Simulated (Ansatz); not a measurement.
The parent structure is KF in the rock salt structure (space group Fm-3m, No. 225).

```cif
data_FK
_chemical_formula_sum 'K1 F1'
_space_group_name_H-M_alt 'P 1'
_space_group_IT_number 1
_cell_length_a 3.75246
_cell_length_b 3.75246
_cell_length_c 3.75246
_cell_angle_alpha 60.000
_cell_angle_beta 60.000
_cell_angle_gamma 60.000
loop_
_space_group_symop_operation_xyz
  'x, y, z'
loop_
_atom_site_label
_atom_site_type_symbol
_atom_site_fract_x
_atom_site_fract_y
_atom_site_fract_z
_atom_site_occupancy
K1 K 0.00000 0.00000 0.00000 1
F1 F 0.50000 0.50000 0.50000 1
```

Calculations: PBEsol in Ansatz (plane waves to 420 eV, PAW, without spin-orbit coupling).

Before the change:

| Quantity | Value |
|---|---|
| Band gap | 6.15 eV |
| Pressure | -0.01 GPa |
| Electron mass | 0.54 mₑ (at Γ) |

Modification: the cell is scaled by 1.0050 in all directions; the atoms relax in the strained cell.

**Question.** How does this affect the band gap?

**Answer.** The band gap falls by 0.076 eV, from 6.15 eV to 6.08 eV.

**Question.** What does the calculation give for the pressure after the change?

**Answer.** The pressure drops by 0.48 GPa to -0.49 GPa.

**Question.** What happens to the energy relative to the base?

**Answer.** The energy increases by 0.5 meV/atom.

**Question.** What does the calculation give for the electron mass after the change?

**Answer.** The electron mass remains 0.54 mₑ (at Γ).

Effective masses come from finite differences of ±0.01 Å⁻¹. Semilocal Kohn–Sham gaps tend to fall short of experiment. Stability against distortions was not tested.

Ansatz is a quantum-chemistry and plane-wave program.
